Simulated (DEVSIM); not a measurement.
Structure: abrupt Si p-n junction, at 300 K.

```tsv
layer (left to right)	material	thickness (μm)	Nd (cm⁻³)	Na (cm⁻³)	τn (s)	τp (s)
1	Si	3.40	-	6.9e16	4.1e-5	4.1e-5
2	Si	63.0	2.1e17	-	4.1e-5	4.1e-5
```

Left contact: ohmic. Right contact: ohmic. Voltage is applied to the left contact. Recombination: SRH at mid-gap, radiative. Mobility is constant in doping.

The device is made up for the run: typed textbook-type constants, with dimensions and the other settings drawn at random. Values at 300 K.

```tsv
parameter	Si
gap (eV)	1.124
affinity (eV)	4.05
permittivity	11.7
Nc (cm⁻³)	2.86e19
Nv (cm⁻³)	3.1e19
μn (cm²/Vs)	1417
μp (cm²/Vs)	470
B (cm³/s)	4.7e-15
```

Simulated with DEVSIM: 1D drift-diffusion, Boltzmann statistics, complete ionisation; no tunnelling, impact ionisation, image-force lowering or self-heating.

Task: Tabulate band edges, carrier densities and field at 0.9 V on the left contact.

Result: Energies count from the Fermi level of the right contact; mesh points crowd at the junctions.

| x (μm) | Ec (eV) | Ev (eV) | n (cm⁻³) | p (cm⁻³) | field (V/cm) |
|---|---|---|---|---|---|
| 0.000 | 0.066 | -1.058 | 1700 | 6.9e16 | 52 |
| 0.04224 | 0.066 | -1.058 | 5.4e14 | 7.0e16 | 51 |
| 0.1506 | 0.067 | -1.057 | 1.9e15 | 7.1e16 | 49 |
| 0.4539 | 0.068 | -1.056 | 5.6e15 | 7.5e16 | 45 |
| 1.768 | 0.073 | -1.051 | 2.0e16 | 8.9e16 | 33 |
| 2.794 | 0.076 | -1.048 | 3.0e16 | 9.9e16 | 28 |
| 3.194 | 0.077 | -1.046 | 3.4e16 | 1.0e17 | 26 |
| 3.363 | 0.077 | -1.047 | 3.7e16 | 1.0e17 | -890 |
| 3.401 | 0.049 | -1.075 | 1.1e17 | 3.4e16 | -20000 |
| 3.445 | 0.031 | -1.093 | 2.3e17 | 1.7e16 | -100 |
| 3.561 | 0.031 | -1.093 | 2.3e17 | 1.7e16 | 15 |
| 4.085 | 0.031 | -1.093 | 2.3e17 | 1.7e16 | 15 |
| 5.343 | 0.033 | -1.091 | 2.3e17 | 1.7e16 | 15 |
| 8.829 | 0.038 | -1.085 | 2.3e17 | 1.6e16 | 15 |
| 23.49 | 0.060 | -1.064 | 2.3e17 | 1.5e16 | 15 |
| 47.87 | 0.097 | -1.027 | 2.2e17 | 1.1e16 | 16 |
| 59.73 | 0.116 | -1.008 | 2.2e17 | 5.3e15 | 16 |
| 63.91 | 0.123 | -1.001 | 2.1e17 | 2.2e15 | 17 |
| 65.77 | 0.126 | -0.998 | 2.1e17 | 6.0e14 | 17 |
| 66.19 | 0.127 | -0.997 | 2.1e17 | 2.1e14 | 17 |
| 66.33 | 0.127 | -0.997 | 2.1e17 | 6.3e13 | 17 |
| 66.40 | 0.127 | -0.997 | 2.1e17 | 550 | 17 |
